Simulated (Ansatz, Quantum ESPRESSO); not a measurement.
A Quantum ESPRESSO input for a relaxation of cell and atoms of Mg₂Sn (Fm-3m, 3 atoms in the cell) (DFT, PBE, plane waves, SSSP 1.1.2 efficiency (PBE) pseudopotentials):

```fortran
&control
  calculation = 'vc-relax'
  prefix = 'run'
  outdir = './tmp'
  pseudo_dir = './'
/
&system
  ibrav = 0
  nat = 3
  ntyp = 2
  ecutwfc = 40
  ecutrho = 320
  occupations = 'smearing'
  smearing = 'fd'
  degauss = 0.00147
/
&electrons
  conv_thr = 1.0d-10
/
&ions
/
&cell
/
ATOMIC_SPECIES
Mg    24.3050  Mg.pbe-n-kjpaw_psl.0.3.0.UPF
Sn   118.7100  Sn_pbe_v1.uspp.F.UPF
CELL_PARAMETERS angstrom
   0.000000000     3.380676000     3.380676000
   3.380676000     0.000000000     3.380676000
   3.380676000     3.380676000     0.000000000
ATOMIC_POSITIONS crystal
Mg    0.250000000    0.250000000    0.250000000
Mg    0.750000000    0.750000000    0.750000000
Sn    0.000000000    0.000000000    0.000000000
K_POINTS automatic
9 9 9  0 0 0
```

Task: Write the same calculation as an input for Ansatz (a first-principles code).

Result: This is the input that was run; spellings and numerical settings could be chosen otherwise.

Ansatz 0.2 input:
```yaml
crystal:
  lattice:
    - [0.000000, 3.380676, 3.380676]
    - [3.380676, 0.000000, 3.380676]
    - [3.380676, 3.380676, 0.000000]
  atoms:
    - { symbol: Mg, position: [0.250000, 0.250000, 0.250000] }
    - { symbol: Mg, position: [0.750000, 0.750000, 0.750000] }
    - { symbol: Sn, position: [0.000000, 0.000000, 0.000000] }
kpoints:
  mp_grid:
    grid: [9, 9, 9]
hamiltonian:
  xc: pbe
  pseudopotentials:
    kind: paw
scf:
  occupations:
    method: fermi_dirac
    width: 0.02
relax:
  cell: {}
output:
  forces: true
  eigenvalues: true
  stress: true
```

Basis, cutoffs, solver keys and any potentials are the target program's own. This input uses DFT, PBE, plane waves, default PAW files.

The starting cell has typed, rounded lattice constants, without a prior relaxation at this level. Its lattice was rescaled by a random factor within 2.5 % of one.
